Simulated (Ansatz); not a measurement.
Start from MgS in the rock salt structure (space group Fm-3m, No. 225).

Space group Fm-3m (No. 225); a = b = c = 5.155 Å, α = β = γ = 90.00°

| atom | site | symmetry | x | y | z |
|---|---|---|---|---|---|
| Mg | 4b | m-3m | 0.5000 | 0.5000 | 0.5000 |
| S | 4a | m-3m | 0.0000 | 0.0000 | 0.0000 |
(The calculation used a cell of 2 atoms; values per cell refer to that cell.)

Level of theory: PBE-D3(BJ) (Ansatz, a first-principles code, PAW, without spin-orbit coupling).

One change was made to it. Results:

The electron mass goes from 0.53 mₑ along k, 0.29 mₑ across (at X) to 0.55 mₑ along k, 0.30 mₑ across (at X); the band gap rises by 0.20 eV (2.85 eV → 3.05 eV); the shortest interatomic distance decreases by 0.161 bohr to 4.710 bohr.

Q: What was done to the base?
A. pressure −1 GPa
B. pressure 0.7 GPa
C. pressure 10 GPa

A: C, pressure 10 GPa. For comparison, the band gap in the other runs: pressure −1 GPa gives 2.82 eV; pressure 0.7 GPa gives 2.87 eV.

Load acts through the strain it causes; cell and atoms are relaxed under it. Masses are band curvatures over ±0.01 Å⁻¹ around the edge. Along k means along the line from Γ to the band edge. No phonon test of stability was made. No other phases were tried under pressure. The base started in Pnma and relaxed to Fm-3m at this level.
